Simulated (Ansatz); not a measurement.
Take KTaO3 in the cubic perovskite structure (space group Pm-3m, No. 221; a = 4.0244 Å) as the base.

Levels (all Ansatz, a first-principles code, PAW): PBE (420 eV, spin-orbit coupling left out); r2SCAN (500 eV, no spin-orbit coupling); HSE06 (420 eV, no spin-orbit coupling); PBE+SOC (420 eV, with spin-orbit coupling).

At the geometry relaxed with PBE, these levels gave the following band gaps, in shuffled order: (a) 2.02 eV, (b) 2.16 eV, (c) 2.56 eV, (d) 3.50 eV.

**Question.** Match each gap to its level.

**Answer.** (a) PBE+SOC; (b) PBE; (c) r2SCAN; (d) HSE06.

Single points use the geometry relaxed with PBE. The hybrid gap comes from the SCF mesh plus the semilocal run's edge points and a few special points and is an upper bound. The spin-orbit shifts are approximate. Spin-orbit coupling, missing from the scalar runs, can matter with Ta. Whether these cells are dynamically stable was not tested.
